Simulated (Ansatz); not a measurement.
**How the band gap of ZnO2 (Pa-3, No. 205, 12 atoms in the cell; start mp-8484) moves with the method**

No measured value is used here.

| level (code) | value (eV) |
|---|---|
| LDA (Ansatz) | 2.19 (indirect) |
| PBEsol (Ansatz) | [?] |
| r²SCAN (Ansatz) | 2.91 (indirect) |
| dielectric-dependent PBEsol hybrid (Ansatz) | 4.97 (indirect) |
| HSE06 (Ansatz) | 4.49 (indirect) |
| PBE0 (Ansatz) | [?] |

Question: Complete the blanks.

Answer: 
- PBEsol (Ansatz, a quantum-chemistry and plane-wave program), value (eV): 2.23 (indirect)
- PBE0 (Ansatz), value (eV): 5.25 (indirect)

Computed values are for a static lattice.  Values are at the PBEsol cell. Cutoffs and k meshes differ between the levels. Ansatz's density-functional and Hartree–Fock values are scalar-relativistic unless marked +SOC, with PAW data made under PBE.

A start named mp-… is a Materials Project structure, which need not be a measured phase.
